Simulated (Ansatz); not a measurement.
The reference is BaS in the rock salt structure (space group Fm-3m, No. 225).

```cif
data_BaS
_chemical_formula_sum 'Ba1 S1'
_space_group_name_H-M_alt 'P 1'
_space_group_IT_number 1
_cell_length_a 4.54585
_cell_length_b 4.54585
_cell_length_c 4.54585
_cell_angle_alpha 60.000
_cell_angle_beta 60.000
_cell_angle_gamma 60.000
loop_
_space_group_symop_operation_xyz
  'x, y, z'
loop_
_atom_site_label
_atom_site_type_symbol
_atom_site_fract_x
_atom_site_fract_y
_atom_site_fract_z
_atom_site_occupancy
Ba1 Ba 0.00000 0.00000 0.00000 1
S1 S 0.50000 0.50000 0.50000 1
```

All numbers come from PBE/PAW in Ansatz (a quantum-chemistry and plane-wave program), no SOC.

Strains are applied to the cell and any free atomic positions relax.

One change was made to it. Results:

```csv
quantity,base,after
"hole mass (degenerate bands, along [100])","0.23, 2.7, 2.7 mₑ (at Γ)","0.22, 2.7, 2.7 mₑ (at Γ)"
electron mass,"1.3 mₑ along k, 0.34 mₑ across (at X)","1.3 mₑ along k, 0.33 mₑ across (at X)"
width of the top valence band,0.98 eV,1.03 eV
pressure,-0.01 GPa,1.34 GPa
```

Task: What was done to the base?
A) isotropic strain −2.50 %
B) isotropic strain −1.00 %
C) isotropic strain −2.00 %
D) isotropic strain +2.50 %

Result: B, isotropic strain −1.00 %. For comparison, the electron mass in the other runs: isotropic strain +2.50 % gives 1.3 mₑ along k, 0.36 mₑ across (at X); isotropic strain −2.50 % gives 1.3 mₑ along k, 0.32 mₑ across (at X); isotropic strain −2.00 % gives 1.3 mₑ along k, 0.32 mₑ across (at X).

The levels and masses belong to the bands next to the band gap. Masses are band curvatures over ±0.01 Å⁻¹ around the edge. Along k means along the line from Γ to the band edge. No phonon test of stability was made.
